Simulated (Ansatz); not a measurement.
**A self-consistent single point of MnCrF5 (C2/c, 14 atoms in the cell) with Ansatz (an electronic-structure program)**

Method of the run: LDA (PW92), default PAW files made with PBE (plane waves; Ansatz).

Input:

Ansatz 0.2 input:
```yaml
crystal:
  lattice:
    - [4.29300000, -3.14550000, 0.00000000]
    - [4.29300000, 3.14550000, 0.00000000]
    - [-3.17295100, 0.00000000, 6.66419900]
  atoms:
    - { symbol: Mn, position_ang: [3.49976225, 0.20949030, 1.66604975], spin: 4.0 }
    - { symbol: Mn, position_ang: [1.91328675, -0.20949030, 4.99814925], spin: 4.0 }
    - { symbol: Cr, position_ang: [0.00000000, 0.00000000, 0.00000000], spin: 3.0 }
    - { symbol: Cr, position_ang: [-1.58647550, 0.00000000, 3.33209950], spin: 3.0 }
    - { symbol: F, position_ang: [3.49976225, 2.64410730, 1.66604975] }
    - { symbol: F, position_ang: [1.91328675, -2.64410730, 4.99814925] }
    - { symbol: F, position_ang: [1.35910856, 1.27392750, 6.44161475] }
    - { symbol: F, position_ang: [2.46746494, 1.27392750, 3.55468375] }
    - { symbol: F, position_ang: [4.05394044, -1.27392750, 0.22258425] }
    - { symbol: F, position_ang: [2.94558406, -1.27392750, 3.10951525] }
    - { symbol: F, position_ang: [3.74684425, -0.20760300, 5.84117042] }
    - { symbol: F, position_ang: [0.07972925, -0.20760300, 4.15512808] }
    - { symbol: F, position_ang: [1.66620475, 0.20760300, 0.82302858] }
    - { symbol: F, position_ang: [5.33331975, 0.20760300, 2.50907092] }
basis:
  ecutwfc: 420.0
kpoints:
  mp_grid:
    grid: [3, 3, 3]
hamiltonian:
  xc: lda
  pseudopotentials:
    kind: paw
magnetization:
  spin_polarized: true
scf:
  occupations:
    method: cold
    width: 0.2
output:
  forces: true
  eigenvalues: true
  stress: true
```

Output (repeated stretches shortened):

```
WARN ansatz: RAYON_NUM_THREADS=1 ignored (pool sized by the plan → 1); use --threads N
Pseudopotentials: kind: paw
Pseudopotential: Mn, paw, valence charge 15
Pseudopotential: Cr, paw, valence charge 14
Pseudopotential: F, paw, valence charge 7
Crystal: 14 atoms, lattice volume = 179.982 Å³
Basis set: ecut = 420 eV, 3541 PW (Γ)
Bands: 86, of which v1, the nominal top of the filled ones, is band 64 counted from 1 (63 counted from 0)
Symmetry: 4 space group operations
Space group: C2/c (ITA 15), of the structure as read, at distance tolerance 5.6e-5 Å
Magnetic group: BNS 15.85 (UNI 92), of the structure as read, at distance tolerance 5.6e-5 Å
k-points: 10 of 27
PAW frozen core: Mn, regenerated for the run's functional, and the local potential with it
PAW frozen core: Cr, regenerated for the run's functional, and the local potential with it
PAW frozen core: F, regenerated for the run's functional, and the local potential with it
Initial density: superposition of atomic densities (chi_scale 0.1, normalization cell, long waves kept (reshape's long-wave potential 0.10 eV rms))
Starting moments: Σ|m| = 14 μB on 4 of 14 sites
Initial wavefunctions: pseudopotential atomic-orbital guess
Eigensolver: davidson
Functional: x = slater, c = lda
SCF iter   1: F=—  HF=-22284.542549 eV  |F-HF|=—  |Δ(HF+E_count)|=         —  Δρ=1.66e-1 (↑1.41e-1 ↓1.66e-1)  dr2=1.64e2  dr2_m=1.33e0  M=10.891 μB ∫|m|=10.944 μB  β_m=0.30  ethr=3.10e-3  ⟨swp⟩=5.5  Hψ=6363  notcnv=0  defer=28
Mixer restart at iter 1: flushing history
all-band conjugate gradients solve this SCF's bands
preconditioner: auto → Kerker (q_TF=auto, 2.578 Å⁻¹)
spin=Collinear: Kerker preconditioning applied to the charge; magnetization (m = ρ↑ − ρ↓) channel mixes plain (no charge-response kernel on spin).
SCF iter   2: F=—  HF=-22274.178773 eV  |F-HF|=—  |Δ(HF+E_count)|=    1.04e1  Δρ=7.55e-2 (↑7.55e-2 ↓3.30e-2)  dr2=9.53e0  dr2_m=3.83e0  M=15.800 μB ∫|m|=15.858 μB  β_m=0.32  ethr=3.10e-3  ⟨swp⟩=3.6  Hψ=4059  notcnv=0  defer=203
   [... lines left out ...]
SCF iter  21: F=-22270.829562 eV  HF=-22270.829562 eV  |F-HF|=2.55e-8  |Δ(HF+E_count)|=   1.87e-7  S|Δr|=   3.37e-5  Δρ=2.98e-6 (↑2.98e-6 ↓1.90e-6)  dr2=3.74e-8  dr2_m=1.68e-9  M=4.000 μB ∫|m|=15.319 μB  β_m=0.63  ethr=7.81e-11  ⟨swp⟩=11.6  Hψ=7522  notcnv=0
Mixer restart at iter 21: flushing history
SCF iter  22: F=—  HF=-22270.837205 eV  |F-HF|=—  |Δ(HF+E_count)|=         —  Δρ=3.00e-5 (↑1.58e-5 ↓3.00e-5)  dr2=2.16e-6  dr2_m=4.56e-7  M=4.000 μB ∫|m|=15.318 μB  β_m=0.63  ethr=2.92e-11  ⟨swp⟩=2.5  Hψ=2620  notcnv=0
SCF iter  23: F=—  HF=-22270.837204 eV  |F-HF|=—  |Δ(HF+E_count)|=   4.40e-7  S|Δr|=   4.18e-8  Δρ=1.25e-5 (↑1.25e-5 ↓8.30e-6)  dr2=4.12e-7  dr2_m=4.34e-8  M=4.000 μB ∫|m|=15.318 μB  β_m=0.60  ethr=2.92e-11  ⟨swp⟩=3.0  Hψ=3666  notcnv=0
SCF iter  24: F=-22270.837204 eV  HF=-22270.837204 eV  |F-HF|=8.24e-8  |Δ(HF+E_count)|=   1.06e-7  S|Δr|=   2.95e-8  Δρ=5.90e-6 (↑3.13e-6 ↓5.90e-6)  dr2=9.98e-8  dr2_m=1.54e-8  M=4.000 μB ∫|m|=15.318 μB  ethr=2.92e-11  ⟨swp⟩=3.0  Hψ=6237  notcnv=0
SCF 1 converged in 24 iterations: F = -22270.837204 eV  dr2 = 9.98e-8
WARN: the starting moments were not kept: 2 of 4 ended reversed and 2 kept their direction, counting a site from 0.1 μB …
WARN: an SCF from antiferromagnetic starting moments (-4.59, 4.59, 3.00, -3.00, 0.00, 0.00, 0.00, 0.00, 0.00, 0.00, 0.00, 0.00, 0.00, 0.00 Bohr magnetons, atom …
Stability not checked (fill_not_monotonic)
SCF converged after 24 iterations
Magnetization: 4.0000 μB (66.0000 up, 62.0000 down)
Absolute magnetization: 15.3299 μB (∫|ρ↑−ρ↓|, with the PAW one-centre terms)
Spin contamination: 5.8358 ħ² per cell (⟨S²⟩ above its minimum at these occupations)
   [... lines left out ...]
Free energy (F): -22270.837204 eV
Fermi energy:    5.927843 eV
Smearing:        width narrowed from 0.2000 eV (input) to 0.1140 eV after iteration 21, whose occupations did not sum to the number of electrons (Fermi level …
Step filling:    the computed levels leave a gap of 0.8306 eV = 7.3 smearing widths
   [... lines left out ...]
  max |Σ_I F_I| component: 0.00e0 eV/Å
--- Stress (GPa, compression-positive) ---
       -6.886831       0.000000      -0.607221
        0.000000      -5.396594       0.000000
       -0.607220       0.000000      -5.665021
  P = ⅓ Tr σ = -5.9828 GPa (-59.828 kbar)
  The stress holds the Pulay correction. Without it, at fixed plane waves, as pw.x and ABINIT print it: P = -6.9670 GPa
--- Band table (eV; the first three rows and the last of 20) ---
  k-point 0 ↑: bands = ["-74.6692", "-74.6690", "-64.3935", "-64.3926", "-43.8210", "-43.8203", "-43.8001", "-43.7951", "-43.7281", "-43.7279", "-36.2903", "-36.2608", "-36.1963", "-36.1815", "-36.1189", "-36.1183", "-18.8956", "-18.4475", [...]
  k-point 1 ↑: bands = ["-74.6692", "-74.6691", "-64.3933", "-64.3928", "-43.8208", "-43.8205", "-43.7988", "-43.7963", "-43.7281", "-43.7279", "-36.2821", "-36.2673", "-36.1934", "-36.1860", "-36.1188", "-36.1185", "-18.7942", "-18.5729", [...]
  k-point 2 ↑: bands = ["-74.6692", "-74.6690", "-64.3935", "-64.3926", "-43.8210", "-43.8203", "-43.8001", "-43.7951", "-43.7281", "-43.7279", "-36.2903", "-36.2608", "-36.1963", "-36.1815", "-36.1189", "-36.1183", "-18.8656", "-18.4539", [...]
  k-point 9 ↓: bands = ["-69.8673", "-69.8672", "-67.1894", "-67.1891", "-39.1493", "-39.1487", "-39.1203", "-39.1163", "-39.0663", "-39.0660", "-38.9703", "-38.9560", "-38.8800", "-38.8782", "-38.8303", "-38.8300", "-18.8056", "-18.6162", [...]
```

The run converged in 24 iterations.

The starting cell comes from a database of published, mostly measured structures (it also holds non-ambient and calculated ones), without a prior relaxation at this level. The magnetic order is the one reached from the typed start; others were not searched systematically. The program warned that a starting moment was not kept. The program warned that, by what it read of turns of the moments, another magnetic order lies lower. With a pressure of about -6 GPa the cell is away from its equilibrium volume at this level. Ansatz's pressure includes its estimate of the finite-basis (Pulay) stress. Without the estimate this run gives -6.97 GPa.

Cost on one core of a shared machine: roughly 30 s.
